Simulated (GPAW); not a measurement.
GPAW run on SnBi3 (I4/mmm, 4 atoms in the cell): self-consistent single point.

Method of the run: PBEsol, GPAW PAW datasets PBEsol (made by gpaw-setup) (plane waves; GPAW).

The change in words: lattice scaled by 0.98. Reference geometry:
```
CELL_PARAMETERS angstrom
     -2.35058     2.35058     5.66404
      2.35058    -2.35058     5.66404
      2.35058     2.35058    -5.66404
ATOMIC_POSITIONS crystal
  Sn 0.00000 0.00000 0.00000
  Bi 0.50000 0.50000 0.00000
  Bi 0.25000 0.75000 0.50000
  Bi 0.75000 0.25000 0.50000
```

Reference input (self-consistent single point, DFT PBEsol, plane waves, GPAW PAW datasets PBEsol (made by gpaw-setup)): mode = pw; ecut = 550 eV; xc = PBEsol; kpts = 6 6 6; mesh shift (steps) = 0 0 0; occupations.name = fermi-dirac; occupations.width = 0.1 eV; nbands = -8; convergence.density = 1e-05 e/electron; symmetry.symmorphic = false; symmetry.tolerance = 0.0005; maxiter = 100. This run's input differs from it in these lines:

```diff
@@ -5,9 +5,9 @@
 atoms = Atoms(['Sn', 'Bi', 'Bi', 'Bi'],
-              cell=[[-2.350580, 2.350580, 5.664045],
-                    [2.350580, -2.350580, 5.664045],
-                    [2.350580, 2.350580, -5.664045]],
+              cell=[[-2.303568, 2.303568, 5.550764],
+                    [2.303568, -2.303568, 5.550764],
+                    [2.303568, 2.303568, -5.550764]],
               positions=[[0.000000, 0.000000, 0.000000],
-                         [0.000000, 0.000000, 5.664045],
-                         [2.350580, 0.000000, 2.832022],
-                         [0.000000, 2.350580, 2.832022]],
+                         [0.000000, 0.000000, 5.550764],
+                         [2.303568, 0.000000, 2.775382],
+                         [0.000000, 2.303568, 2.775382]],
               pbc=True)
```

Log, with long lists cut:

```
     iter     time        total  log10-change:
                         energy   eigst   dens
iter:   1 --:--:--   -19.276991
iter:   2 --:--:--   -19.306683   -1.62  -1.79
iter:   3 --:--:--   -19.288089   -2.66  -1.80
iter:   4 --:--:--   -19.294089c  -3.25  -2.05
iter:   5 --:--:--   -19.293825c  -3.54  -2.31
iter:   6 --:--:--   -19.293795c  -4.70  -2.76
iter:   7 --:--:--   -19.294697c  -4.83  -2.79
iter:   8 --:--:--   -19.293367c  -4.48  -2.85
iter:   9 --:--:--   -19.293444c  -4.89  -3.21
iter:  10 --:--:--   -19.293602c  -4.89  -3.48
iter:  11 --:--:--   -19.293506c  -5.88  -3.52
iter:  12 --:--:--   -19.293525c  -6.11  -3.70
iter:  13 --:--:--   -19.293519c  -7.41c -3.98
iter:  14 --:--:--   -19.293522c  -6.95  -4.04
iter:  15 --:--:--   -19.293522c  -7.46c -4.12
iter:  16 --:--:--   -19.293520c  -7.74c -4.26
iter:  17 --:--:--   -19.293517c  -7.89c -4.44
iter:  18 --:--:--   -19.293513c  -7.67c -4.57
iter:  19 --:--:--   -19.293513c  -8.88c -4.84
iter:  20 --:--:--   -19.293513c  -8.80c -4.85
iter:  21 --:--:--   -19.293513c  -8.73c -4.94
iter:  22 --:--:--   -19.293512c  -9.33c -4.98
iter:  23 --:--:--   -19.293512c  -8.86c -5.07c
Converged after 23 iterations.

Dipole moment: (0.000000, -0.000000, -0.000000) |e|*Ang

Energy contributions relative to reference atoms: (reference = -1922017.592028)

Kinetic:        +54.720431
Potential:      -49.857749
External:        +0.000000
XC:             -19.706265
Entropy (-ST):   -0.088819
Local:           -4.405520
SIC:             +0.000000
--------------------------
Free energy:    -19.337922
Extrapolated:   -19.293512

Showing only first 2 kpts
 Kpt  Band  Eigenvalues  Occupancy
  0    27      5.39156    2.00000
  0    28      5.39156    2.00000
  0    29      7.41004    1.87384
  0    30      7.71838    0.80977

  1    27      6.45169    1.99999
  1    28      6.99465    1.99789
  1    29      7.42731    1.85183
  1    30      8.83091    0.00002

Fermi level: 7.67986

No gap
No difference between direct/indirect transitions
Energy (eV): -19.293512

Forces in eV/Ang:
  0 Sn    0.00000    0.00000    0.00000
  1 Bi    0.00000    0.00000    0.00000
  2 Bi    0.00000    0.00000    0.00000
  3 Bi    0.00000    0.00000    0.00000

Stress tensor:
    -0.005296     0.000000    -0.000000
     0.000000    -0.005296     0.000000
    -0.000000     0.000000     0.001230
Stress (GPa, Voigt): [-0.8485 -0.8485  0.197   0.     -0.      0.    ]
```

The run converged in 23 iterations. GPAW prints stress with tension positive. Against the reference run the free energy drops by 12.7 meV/atom and the pressure goes from -2.64 to 0.50 GPa.

The starting cell comes from a database of computed structures (which also holds hypothetical and non-ambient phases and stackings), without a prior relaxation at this level. For this run, on top of that: lattice scaled by 0.98.

Cost on one core of a shared machine: roughly 4 min.
